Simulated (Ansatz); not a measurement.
Levels about the gap of amorphous Ti20O43Al2 (65 atoms in a cell of 774 Å³, 3.65 g/cm³; zone centre alone, so wide bands show as single levels with stretches between that a denser mesh fills), at the geometry that PBE relaxed, where it gives 0.0 GPa on a denser mesh. The participation number counts the atoms over which a state spreads; weights are charges in smoothed Voronoi cells. The levels come from a single point, so bond lengths are those of that geometry. Method of the levels: PBE, scalar-relativistic without spin-orbit coupling (Ansatz, a program for electronic structure). Sampling: the zone centre alone; Fermi-Dirac width 0.02 eV; no spin polarisation. At PBE the levels at the filled edge of the gap are localised (band-tail or defect states).

Preparation: random packing, a CHGNet melt and quench, and a DFT relaxation. O atoms were pushed apart under 1.9 Å during the dynamics, to hinder bonds among them. The hot cell started wider than the set density and was brought back towards it in steps. It is the lowest in DFT energy of 2 quenches. It is a model cell: composition and starting density were chosen by hand, and all elements were melted together. No dispersion term was used. Its density started from a set value of 3.56 and ended at 3.65 g/cm³. The simulated quench (nominally 240 K/ps over its main leg) is rapid and tends to freeze in more defects than a deposited or slowly cooled glass has. One small periodic cell is one sample of the glass; other quenches scatter about these values. Volume and shape were free in the relaxation. On a 2×2×2 Γ-centred mesh force components of up to 0.13 eV/Å stay, since the relaxation ran on the zone centre alone.

```json
[
 {"E - E(highest filled), eV": "-0.47", "filling": "filled", "participation number": "21.0", "largest on": "O, 3 neighbours", "weight O": "0.92", "weight Ti": "0.07", "weight Al": "0.01"},
 {"E - E(highest filled), eV": "-0.42", "filling": "filled", "participation number": "26.3", "largest on": "O, 4 neighbours", "weight O": "0.92", "weight Ti": "0.08", "weight Al": "0.00"},
 {"E - E(highest filled), eV": "-0.38", "filling": "filled", "participation number": "24.6", "largest on": "O, 2 neighbours", "weight O": "0.93", "weight Ti": "0.07", "weight Al": "0.01"},
 {"E - E(highest filled), eV": "-0.33", "filling": "filled", "participation number": "12.9", "largest on": "O, 2 neighbours", "weight O": "0.94", "weight Ti": "0.06", "weight Al": "0.00"},
 {"E - E(highest filled), eV": "-0.31", "filling": "filled", "participation number": "18.9", "largest on": "O, 4 neighbours", "weight O": "0.92", "weight Ti": "0.08", "weight Al": "0.00"},
 {"E - E(highest filled), eV": "-0.25", "filling": "filled", "participation number": "13.7", "largest on": "O, 3 neighbours", "weight O": "0.93", "weight Ti": "0.06", "weight Al": "0.01"},
 {"E - E(highest filled), eV": "0.00", "filling": "filled", "participation number": "5.5", "largest on": "O, 3 neighbours", "weight O": "0.91", "weight Ti": "0.08", "weight Al": "0.00"},
 {"E - E(highest filled), eV": "2.41", "filling": "empty", "participation number": "9.6", "largest on": "Ti, 6 neighbours", "weight O": "0.21", "weight Ti": "0.79", "weight Al": "0.00"},
 {"E - E(highest filled), eV": "2.63", "filling": "empty", "participation number": "8.5", "largest on": "Ti, 6 neighbours", "weight O": "0.18", "weight Ti": "0.82", "weight Al": "0.00"},
 {"E - E(highest filled), eV": "2.65", "filling": "empty", "participation number": "14.1", "largest on": "Ti, 7 neighbours", "weight O": "0.19", "weight Ti": "0.81", "weight Al": "0.00"},
 {"E - E(highest filled), eV": "2.68", "filling": "empty", "participation number": "17.2", "largest on": "Ti, 6 neighbours", "weight O": "0.19", "weight Ti": "0.80", "weight Al": "0.00"},
 {"E - E(highest filled), eV": "2.73", "filling": "empty", "participation number": "15.7", "largest on": "Ti, 6 neighbours", "weight O": "0.18", "weight Ti": "0.82", "weight Al": "0.00"},
 {"E - E(highest filled), eV": "2.76", "filling": "empty", "participation number": "14.2", "largest on": "Ti, 6 neighbours", "weight O": "0.18", "weight Ti": "0.82", "weight Al": "0.00"},
 {"E - E(highest filled), eV": "2.83", "filling": "empty", "participation number": "12.5", "largest on": "Ti, 6 neighbours", "weight O": "0.18", "weight Ti": "0.82", "weight Al": "0.00"}
]
```

Most localised among these is the filled level at +0.00 eV, on a O atom, which has 3 neighbours (Ti 1.80 Å, Al 1.93 Å, Ti 2.10 Å).
